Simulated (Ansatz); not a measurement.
Functionals compared on a constructed model of the (111)B surface of 3C silicon carbide (in the relaxation 3 C–C bonds formed), C-terminated, (√3x√3)R30° C adatom at T4 (bottom of the slab: 3 H on 3 bottom sites), in Ansatz (plane waves, PAW). The structure was relaxed with PBE; the other rows are single points on it. Cutoff 420 eV (500 eV for r2SCAN).

Slab: 28 atoms, 11.0 Å thick at the start with caps and adatoms (thin: gaps and levels are the slab's own); k 6x6x1, smearing 0.025 eV, dipole-corrected; 6 atoms held, the rest relaxed; start symmetry kept, larger cells not searched; spin-polarised, ending with about 1.0 μB a cell; orders that need a larger cell were not tried, no spin-orbit, no U. In PBE it is, or lies within 0.01 eV a 1x1 cell of, the lowest of the 2 structures of its composition computed so far; subsurface sites and larger cells were not tried. These notes are the PBE run's. r2SCAN: The program's check for a lower electronic state was not made.

```csv
functional,gap of the slab on its k-mesh (eV),highest filled level below the top vacuum level (eV),magnetic moment of the cell (μB),rough cost of the single point
PBE,0.73,5.40,1.00,–
r2SCAN,1.34,5.68,1.00,around 4 core-minutes (rough)
```

Ansatz is an electronic-structure program.
